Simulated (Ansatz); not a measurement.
# Ti3Al: Al → Ga

Base system: Ti3Al (space group P6_3/mmc, No. 194; a = 5.688 Å, c = 4.608 Å).

One thing is altered: every Al is replaced by Ga, then cell and atoms are relaxed.

Calculations: PBEsol in Ansatz (plane waves to 420 eV, PAW, scalar-relativistic without spin-orbit coupling). Γ-centred 10×10×10 mesh, Fermi–Dirac width 0.05 eV.

The volume per atom drops by 0.42 Å³ (16.14 Å³ → 15.72 Å³) and the density grows by 1.245 g/cm³, from 4.39 g/cm³ to 5.63 g/cm³. The lattice parameter a falls by 6.5 pm to 562.3 pm and the c/a ratio rises by 0.007, from 0.810 to 0.817. The shortest interatomic distance shrinks by 4.07 pm, from 279.2 pm to 275.2 pm and the band gap stays zero.

Final structure:

```xyz
8
Lattice="5.6229 0.0000 0.0000 -2.8115 4.8696 0.0000 0.0000 0.0000 4.5930" Properties=species:S:1:pos:R:3 pbc="T T T"
Ti     2.8115     3.2119     1.1482
Ti    -1.3759     4.0407     3.4447
Ti     1.4356     0.8288     1.1482
Ti     0.0000     1.6577     3.4447
Ti     4.1873     0.8288     1.1482
Ti     1.3759     4.0407     3.4447
Ga     0.0000     3.2464     1.1482
Ga     2.8115     1.6232     3.4447
```

Whether these cells are dynamically stable was not tested. The final runs are not spin-polarised.

Ansatz is a first-principles code.
